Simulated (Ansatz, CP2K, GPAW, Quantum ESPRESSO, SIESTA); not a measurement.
Code comparison for Cu2Te (P6/mmm, 6 atoms in the cell)

Self-consistent single point.

```xyz
6
Lattice="4.3724 0.0000 0.0000 -2.1862 3.7866 0.0000 0.0000 0.0000 8.6590" Properties=species:S:1:pos:R:3 pbc="T T T"
Cu     2.1862     1.2622     1.3157
Cu     0.0000     2.5244     7.3433
Cu     0.0000     2.5244     1.3157
Cu     2.1862     1.2622     7.3433
Te     0.0000     0.0000     2.3049
Te     0.0000     0.0000     6.3541
```

Shared settings, as Ansatz (a program for electronic structure) writes them: kpoints.mp_grid.grid = 7 7 3; scf.occupations.method = gaussian; scf.occupations.width = 0.136 eV. Potentials and cutoffs stand in the table.

```csv
code,model,pressure (GPa),largest force (eV/Å),cutoff
Ansatz,"LDA (PW92), PAW files made with PBE",-7.86,0.722,default
SIESTA,"LDA PW92, numerical atomic orbitals DZP, PseudoDojo LDA standard norm-conserving potentials (rewritten from UPF to PSML)",-8.08,0.496,grid 400 Ry
Quantum ESPRESSO,"LDA (PZ), PSlibrary PAW (LDA) pseudopotentials",-7.86,0.692,55 Ry
GPAW,"LDA (Perdew-Wang 92), GPAW PAW datasets LDA (gpaw-data 1.0.1)",-8.03,0.742,800 eV
CP2K,"LDA (Pade form), GPW, DZVP-MOLOPT-SR-GTH basis, GTH-PADE potentials (GTH_POTENTIALS)",-6.22,0.512,grid 600 Ry
```

No clean gap comes from Ansatz, SIESTA, Quantum ESPRESSO, GPAW and CP2K: levels at the Fermi energy touch, overlap or are partly filled at this smearing.

On Ansatz's run: spin-orbit coupling is off. Spin polarisation is off.

The spread over the programs that give each value: pressure within 1.86 GPa; largest force within 0.246 eV/Å.

SIESTA and CP2K use small atom-centred bases, whose incompleteness enters pressures, forces and empty levels differently from a plane-wave cutoff. Ansatz's pressure is given at a fixed set of plane waves, as the other plane-wave codes print theirs; with its correction for the finite basis it is -7.80 GPa. The same LDA comes in different parametrisations, which differ slightly. In the pressure, CP2K (by 1.64) lies more than 1 GPa from the median of the plane-wave programs. In the force vectors, SIESTA (by 0.226) and CP2K (by 0.210) lie more than 0.08 eV/Å from the median of the plane-wave programs.

The starting cell comes from a database of computed structures (which also holds hypothetical and non-ambient phases and stackings), without a prior relaxation at this level. Its lattice was rescaled by a random factor within 2.5 % of one.

Left out of this page: FLEUR (not drawn, or without a comparable value).

Keys are those of Ansatz 0.2.
